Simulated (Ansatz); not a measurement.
Base system: PbS in the rock salt structure (space group Fm-3m, No. 225; a = 5.903 Å). Axes: x, y, z lie along the cube axes.

The change: biaxial strain +0.47 %, plane normal [110], relaxed out of plane (Cartesian); in-plane vectors clamped, the third vector and the atoms free.

Levels (all Ansatz, an electronic-structure program, PAW): PBEsol (420 eV, no SOC); HSE06+SOC (420 eV, with spin-orbit coupling).

The geometry is relaxed with PBEsol.

| Quantity | Value |
|---|---|
| PBEsol band gap | 0.18 eV |

With HSE06+SOC at the same geometry, the band gap goes up by 0.028 eV (0.18 eV → 0.20 eV).

A biaxial case was relaxed in a doubled cell and then solved in the primitive one. Single points use the geometry relaxed with PBEsol. HSE06 gaps are upper bounds (no full band path). The spin-orbit shifts are approximate. Spin-orbit coupling, missing from the scalar runs, can matter with Pb. Whether these cells are dynamically stable was not tested. A zero or small gap of PbS can be the functional's error rather than a property of the material.
